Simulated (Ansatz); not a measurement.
Results of PBE0 in Ansatz (plane waves, PAW) for Si₂N₂O (Cmc2₁, No. 36).

Settings: plane-wave cutoff 500 eV, 6×6×4 k mesh (along the axes of the cell as run), gaussian smearing 0.02 eV, scalar-relativistic PAW data made under PBE.

Cell (relaxed with PBEsol):

```yaml
crystal:
  lattice:
    - [4.46048, -2.75890, 0.00000]
    - [4.46048, 2.75890, 0.00000]
    - [0.00000, 0.00000, 4.86529]
  atoms:
    - { symbol: Si, position: [0.02570, 0.32748, 0.27572] }
    - { symbol: Si, position: [0.97430, 0.67252, 0.77572] }
    - { symbol: Si, position: [0.67252, 0.97430, 0.27572] }
    - { symbol: Si, position: [0.32748, 0.02570, 0.77572] }
    - { symbol: O, position: [0.78793, 0.21207, 0.22284] }
    - { symbol: O, position: [0.21207, 0.78793, 0.72284] }
    - { symbol: N, position: [0.09416, 0.34221, 0.62086] }
    - { symbol: N, position: [0.90584, 0.65779, 0.12086] }
    - { symbol: N, position: [0.65779, 0.90584, 0.62086] }
    - { symbol: N, position: [0.34221, 0.09416, 0.12086] }
```

Question: Predict the band gap.

Answer: 
band gap: 7.29 eV (on the SCF k mesh)

Note: cell and atoms aren't relaxed at this level (pressure -2.6 GPa).

Ansatz is a first-principles code.
